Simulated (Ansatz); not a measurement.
White tin (β-Sn), relaxed in Ansatz (plane waves) with several semilocal functionals. Each gives its own volume and its own bulk modulus:

```tsv
level	V0 (Å³/atom)	bulk modulus B0 (GPa)	ln V0	ln B0
PBEsol-D3(BJ)	25.762	63.0	3.2489	4.1431
PBEsol	26.883	56.2	3.2915	4.0289
r²SCAN+rVV10	27.131	57.4	3.3007	4.0500
r²SCAN-D4	27.217	56.4	3.3038	4.0325
revPBE	29.027	44.3	3.3682	3.7910
RPBE	29.278	43.1	3.3768	3.7635
```

Question: Fit a straight line to ln B0 against ln V0. What does it predict for PBE-D3(BJ), whose volume is 27.208 Å³/atom?

Answer: With x = ln V0 and y = ln B0: means 3.31498 and 3.96817; Σ(Δx Δy) = -0.0370, Σ(Δx²) = 0.0119, so the slope is -3.11. At x = 3.3035 the line gives y = 3.96817 + (-3.11) × (3.3035 − 3.31498) = 4.0039, or 54.8 GPa. The run with PBE-D3(BJ) gives 53.9 GPa, -1.6 % from the line. The rows used scatter about it by up to 3.8 %, while the largest value lies 46 % above the smallest.

Measured: 57.0 GPa (measured, temperature not stated, not corrected to a static lattice; as tabulated in Chen et al. (2023), arXiv:2209.05059).

Ansatz's density-functional and Hartree–Fock values are scalar-relativistic unless marked +SOC, with PAW data made under PBE.

Ansatz is an electronic-structure program.
